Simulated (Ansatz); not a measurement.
The starting structures come from a database of crystals and need not be the phases stable at ambient conditions.

 Where the default PAW files enter, the runs use the earlier of Ansatz's two default sets.

Input:

```yaml
crystal:
  lattice:
    - [4.63327, 0.00000, 0.00000]
    - [0.00000, 7.60243, 0.00000]
    - [2.31663, 0.00000, 4.01253]
  atoms:
    - { symbol: Cd, position: [0.33333, 0.99964, 0.33333] }
    - { symbol: Cd, position: [0.66667, 0.49964, 0.66667] }
    - { symbol: Te, position: [0.33333, 0.62536, 0.33333] }
    - { symbol: Te, position: [0.66667, 0.12536, 0.66667] }
```

Space group of this cell: P6_3mc, wurtzite. The cell is taken as given.

Calculation: r2SCAN (plane waves, PAW; Ansatz, a first-principles code).

The current runs along the normal of the first two printed vectors; no spin-orbit coupling. Scaled by the factor s: all lengths (ions clamped). The meshes follow the cell: 8×4×8 and 8×4 across at s = 0.98, 8×4×8 and 8×4 across at s = 1.00, 8×4×8 and 6×4 across at s = 1.02.

```csv
s,mean pressure (GPa),band gap (eV)
0.98,2.7,1.41
1.00,0.0,1.20
1.02,-2.1,?
```

Take the slope of the band gap against ln s from the two given rows, extrapolate to s = 1.02, and say what the run there gives.

Slope = (1.41 − 1.20) / ln 0.98 = -10.4 eV. The line gives 1.20 + (-10.4) × ln 1.02 = 0.99 eV. The run gives 1.00 eV, 0.01 eV over the line, 3 % of the predicted step.
